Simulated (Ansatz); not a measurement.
Abridged Ansatz (a first-principles code) output:

```
Relaxation: its limit of steps is 60 (relax.max_steps)
Pseudopotential: Te, paw, valence charge 16
Pseudopotential: O, paw, valence charge 6
Crystal: 12 atoms, lattice volume = 165.093 Å³
Basis set: ecut = 420 eV, 3225 PW (Γ), exchange–correlation on 64×64×100 points (8 copies of the dense FFT grid, shifted against one another)
Bands: 68, of which v1, the nominal top of the filled ones, is band 56 counted from 1 (55 counted from 0)
Symmetry: 8 space group operations
k-points: 30 of 144 (time reversal used)
Functional: x = pbesol(κ = 0.804, μ = 0.12345679012345678), c = pbesol(β = 0.046)
SCF iter   1: F=—  HF=-32085.036860 eV  |F-HF|=—  |Δ(HF+E_count)|=         —  Δρ=1.46e-2  dr2=2.87e-1  ethr=1.77e-3  ⟨swp⟩=6.3  Hψ=8695  notcnv=0  defer=8
SCF iter   2: F=—  HF=-32084.962572 eV  |F-HF|=—  |Δ(HF+E_count)|=   7.43e-2  Δρ=2.58e-3  dr2=6.61e-3  ethr=2.56e-4  ⟨swp⟩=2.1  Hψ=3107  notcnv=0  defer=208
SCF 1 converged in 7 iterations: F = -32084.963373 eV  dr2 = 2.18e-8
relax step   1: F+E_penalty+E_count = -32084.96337294 eV  Δ(F+E_penalty+E_count) = +0.000e0 eV  max|allowed force component| = 5.760e-4 eV/Å  Δτ_max = 0.0000 Å  P = +2.993 GPa  Ω = 165.093 Å³  (7 SCF iters, dr2 threshold 1.00e-7 eV, accepted)
[... steps on the carried basis left out ...]
relax step   9: F+E_penalty+E_count = -32084.85006577 eV  Δ(F+E_penalty+E_count) = +6.657e-4 eV  max|allowed force component| = 7.331e-4 eV/Å  Δτ_max = 0.0000 Å  P = +4.988 GPa  Ω = 160.485 Å³  stress off target by 1.25e-2 GPa  SCF on the basis re-selected at this cell (its energy is not comparable with the rows above)  (5 SCF iters)
SCF converged after 5 iterations
Free energy (F): -32084.850066 eV
Internal energy: -32084.850066 eV  (E = F + TS)
E sigma→0 (E₀):  -32084.850066 eV
Fermi energy:    11.086965 eV
--- Forces (eV/Å), atoms counted from 1 ---
  atom   1  Te     0.00073310     0.00073310     0.00000000
  atom   2  Te    -0.00073310     0.00073310    -0.00000000
  atom   3  Te    -0.00073310    -0.00073310     0.00000000
[...]
  atom  11  O     -0.00007169    -0.00043857    -0.00031383
  atom  12  O     -0.00043857     0.00007169    -0.00031383
--- Stress (GPa, compression-positive) ---
        4.987488       0.000000       0.000000
        0.000000       4.987488       0.000000
        0.000000       0.000000       4.987898
  P = ⅓ Tr σ = 4.9876 GPa (49.876 kbar)
--- Relaxed structure (7 steps of the walk, 7 accepted, 2 SCFs on fresh bases) ---
  cell:  # Å, volume = 160.4853 Å³
    - [4.6795042097465345, 4.1525784066441784e-35, 0.0]
    - [4.1525784066441784e-35, 4.6795042097465345, 1.8686602829898803e-33]
    - [0.0, 2.9128512964242547e-33, 7.328844892120284]
  atoms:
    - { symbol: Te, position: [0.9949152429485757, 0.9949152429485757, 0.5] }
    - { symbol: Te, position: [0.5050847570514245, 0.49491524294857553, 0.7500000000000001] }
    - { symbol: Te, position: [0.005084757051424472, 0.005084757051424472, 2.082620571758111e-20] }
    - { symbol: Te, position: [0.49491524294857553, 0.5050847570514245, 0.25] }
    - { symbol: O, position: [0.7520868169903737, 0.8641433339953256, 0.3053231800174282] }
    - { symbol: O, position: [0.6358566660046745, 0.2520868169903737, 0.5553231800174281] }
    - { symbol: O, position: [0.24791318300962625, 0.13585666600467455, 0.8053231800174281] }
    - { symbol: O, position: [0.3641433339953254, 0.7479131830096264, 0.05532318001742816] }
    - { symbol: O, position: [0.2520868169903737, 0.6358566660046745, 0.44467681998257186] }
    - { symbol: O, position: [0.13585666600467455, 0.24791318300962625, 0.19467681998257186] }
    - { symbol: O, position: [0.7479131830096264, 0.3641433339953254, 0.9446768199825721] }
    - { symbol: O, position: [0.8641433339953256, 0.7520868169903737, 0.694676819982572] }
```

### Question
What was computed, and what are the main results?

### Answer
TeO2, 12 atoms in the cell, with PBEsol in Ansatz (plane waves to 420 eV, PAW, spin-orbit coupling left out), from a series relaxed to a target (pressure 5 GPa). The last SCF converged to F = -32084.850066 eV, or -2673.7375 eV per atom, at a pressure of 4.99 GPa. The total energy compares only with runs of the same code, potentials and settings.

With Te present, leaving out spin-orbit coupling can change the band edges. Load acts through the strain it causes; cell and atoms are relaxed under it. Stability against distortions was not tested. Competing high-pressure phases were not computed. The cell was made from TeO$_{2}$ (space group P4_12_12, No. 92) by this change: pressure 5 GPa.

Keys are those of Ansatz 0.2.
